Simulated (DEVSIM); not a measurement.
Structure: Si p-i-n diode, at 250 K.

```
layer (left to right)  material  thickness (μm)  Nd (cm⁻³)  Na (cm⁻³)   τn (s)   τp (s)
---------------------  --------  --------------  ---------  ---------  -------  -------
1                            Si           0.840          -     3.3e18  0.00089  0.00089
2                            Si            18.0     7.8e12          -  0.00089  0.00089
3                            Si           0.680     1.8e17          -  0.00089  0.00089
```

Left contact: ohmic. Right contact: ohmic. Voltage is applied to the left contact. Recombination: SRH at mid-gap, radiative. Mobility is μmin + (μ − μmin)/(1 + (N/Nref)^α).

The device is made up for the run: typed textbook-type constants, with dimensions and the other settings drawn at random. Values at 300 K; Nc and Nv go as T^1.5, mobilities as T to minus their exponent, the gap by Varshni's rule with the affinity fixed. The table also holds parameters that only a changed run uses.

```csv
parameter,Si
gap (eV),1.124
affinity (eV),4.05
permittivity,11.7
Nc (cm⁻³),2.86e19
Nv (cm⁻³),3.1e19
μn (cm²/Vs),1417
μp (cm²/Vs),470
"μn,min",52
"μp,min",45
"Nref,n",9.7e16
"Nref,p",2.2e17
αn,0.68
αp,0.72
T exponent of μn,2.3
T exponent of μp,2.2
B (cm³/s),4.7e-15
Cn (cm⁶/s),2.8e-31
Cp (cm⁶/s),9.9e-32
Varshni α (eV/K),0.000473
Varshni β (K),636
```

DEVSIM, 1D drift-diffusion, Boltzmann statistics, complete ionisation; no tunnelling, impact ionisation, image-force lowering or self-heating.

Base results: dark forward voltage at 100 A/cm² (V) 0.883; potential step across the device at zero bias (V) 0.990; dark forward voltage at 1 A/cm² (V) 0.756.

### Question
What follows from this one change: thickness of layer 1 0.84 → 0.29 μm?

### Answer
dark forward voltage at 100 A/cm² 0.883 → 0.878 V; potential step across the device at zero bias little changed (0.990 V); dark forward voltage at 1 A/cm² little changed (0.754 V).

### Question
What follows from this one change: thickness of layer 2 18 → 3.6 μm?

### Answer
dark forward voltage at 100 A/cm² 0.883 → 0.860 V; potential step across the device at zero bias little changed (0.990 V); dark forward voltage at 1 A/cm² 0.756 → 0.752 V.

### Question
What follows from this one change: constant mobility in place of the doping-dependent one?

### Answer
dark forward voltage at 100 A/cm² 0.883 → 0.868 V; potential step across the device at zero bias little changed (0.990 V); dark forward voltage at 1 A/cm² 0.756 → 0.742 V.
